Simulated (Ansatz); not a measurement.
A self-consistent single point of Ba2BiSb2 (Immm, 5 atoms in the cell) with Ansatz (a quantum-chemistry and plane-wave program).

Level of theory: PBEsol, default PAW files made with PBE (plane waves; Ansatz).

```yaml
crystal:
  lattice:
    - [-2.40130, 3.84390, 4.95000]
    - [2.40130, -3.84390, 4.95000]
    - [2.40130, 3.84390, -4.95000]
  atoms:
    - { symbol: Bi, position: [0.00000, 0.00000, 0.00000] }
    - { symbol: Ba, position: [0.72021, 0.22021, 0.50000] }
    - { symbol: Ba, position: [0.27979, 0.77979, 0.50000] }
    - { symbol: Sb, position: [0.70160, 0.50000, 0.20160] }
    - { symbol: Sb, position: [0.29840, 0.50000, 0.79840] }
```

Reference input (self-consistent single point, DFT, PBEsol, plane waves, default PAW files made with PBE): kpoints.mp_grid.grid = 7 7 7; hamiltonian.xc = pbesol; hamiltonian.pseudopotentials = {kind: paw} (the program's default PAW files); scf.occupations.method = gaussian; scf.occupations.width = 0.0073 Ry. This run's input differs from it in these lines:

Ansatz 0.2 input:
```diff
@@ -13,3 +13,3 @@
 kpoints:
-  mp_grid: { grid: [7, 7, 7] }
+  mp_grid: { grid: [4, 4, 4] }
 hamiltonian:
```

The program printed (abridged):

```
SCF iter   1: F=—  HF=-36787.801871 eV  |F-HF|=—  |Δ(HF+E_count)|=         —  Δρ=2.86e-3  dr2=1.88e-2  ethr=1.77e-3  ⟨swp⟩=10.3  Hψ=3526  notcnv=0
all-band conjugate gradients solve this SCF's bands
preconditioner: auto → Kerker (q_TF=auto, 2.296 Å⁻¹)
SCF iter   2: F=—  HF=-36787.796544 eV  |F-HF|=—  |Δ(HF+E_count)|=   5.33e-3  Δρ=1.88e-3  dr2=8.77e-3  ethr=2.89e-5  ⟨swp⟩=2.1  Hψ=1052  notcnv=0
SCF iter   3: F=—  HF=-36787.794898 eV  |F-HF|=—  |Δ(HF+E_count)|=   1.65e-3  Δρ=7.55e-4  dr2=7.14e-4  ethr=1.35e-5  ⟨swp⟩=2.1  Hψ=1260  notcnv=0
SCF iter   4: F=—  HF=-36787.794535 eV  |F-HF|=—  |Δ(HF+E_count)|=   3.63e-4  Δρ=2.48e-4  dr2=1.60e-4  ethr=1.10e-6  ⟨swp⟩=2.0  Hψ=1257  notcnv=0
SCF iter   5: F=—  HF=-36787.794511 eV  |F-HF|=—  |Δ(HF+E_count)|=   2.40e-5  Δρ=6.15e-5  dr2=1.62e-5  ethr=2.45e-7  ⟨swp⟩=2.1  Hψ=1140  notcnv=0
SCF iter   6: F=—  HF=-36787.794468 eV  |F-HF|=—  |Δ(HF+E_count)|=   4.36e-5  Δρ=3.05e-5  dr2=1.81e-6  ethr=2.49e-8  ⟨swp⟩=2.1  Hψ=936  notcnv=0
SCF iter   7: F=-36787.794467 eV  HF=-36787.794467 eV  |F-HF|=2.80e-8  |Δ(HF+E_count)|=   4.56e-7  Δρ=4.85e-6  dr2=9.90e-8  ethr=1.54e-10  ⟨swp⟩=10.4  Hψ=4169  notcnv=0
SCF 1 converged in 7 iterations: F = -36787.794467 eV  dr2 = 9.90e-8
Free energy (F): -36787.794467 eV
Internal energy: -36787.778771 eV  (E = F + TS)
E sigma→0 (E₀):  -36787.786619 eV
Entropy (-TS):   -0.015696 eV (-3.139 meV/atom)
Fermi energy:    8.937618 eV
--- Forces (eV/Å), atoms counted from 1 ---
  atom   1  Bi     0.00000000     0.00000000    -0.00000000
  atom   2  Ba     0.00000000     0.00000000    -0.02681479
  atom   3  Ba     0.00000000     0.00000000     0.02681479
  atom   4  Sb     0.00000000     0.02880142     0.00000000
  atom   5  Sb     0.00000000    -0.02880142     0.00000000
--- Stress (GPa, compression-positive) ---
       -1.429145       0.000000       0.000000
        0.000000      -1.476197       0.000000
        0.000000       0.000000      -0.338783
  P = ⅓ Tr σ = -1.0814 GPa (-10.814 kbar)
  The stress holds the Pulay correction. Without it, at fixed plane waves, as pw.x and ABINIT print it: P = -1.0974 GPa
```

The run converged in 7 iterations. Against the reference run the free energy stays essentially unchanged (within 1 meV/atom), the pressure stays near -1.08 GPa while the yy stress (positive for compression) goes from -1.95 to -1.48 GPa and the largest force moves little (0.031 to 0.029 eV/Å).

The starting cell comes from a database of published, mostly measured structures (it also holds non-ambient and calculated ones), without a prior relaxation at this level. Ansatz's pressure includes its estimate of the finite-basis (Pulay) stress.
